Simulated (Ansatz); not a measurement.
Base system: WSi$_{2}$ (space group I4/mmm, No. 139; a = 3.211 Å, c = 7.805 Å; relaxed with 0.1 eV smearing). Axes: x, y, z lie along a, b, c of the conventional cell.

Calculations: r2SCAN (Ansatz, an electronic-structure program; PAW; 500 eV plane waves; spin-orbit coupling left out).

Now apply this change: biaxial strain +4.36 %, plane normal [001], relaxed out of plane (Cartesian); in-plane vectors clamped, the third vector and the atoms free.

Task: Predict the new energy relative to the base.

Result: The energy goes up by 77 meV/atom.

Task: How does this affect the in-plane stress?

Result: The mean in-plane stress (compression positive) is -19.3 GPa.

Task: What happens to the ratio −ε⊥/ε∥?

Result: The ratio −ε⊥/ε∥ amounts to 0.28.

Stability against distortions was not tested. The final runs are not spin-polarised.
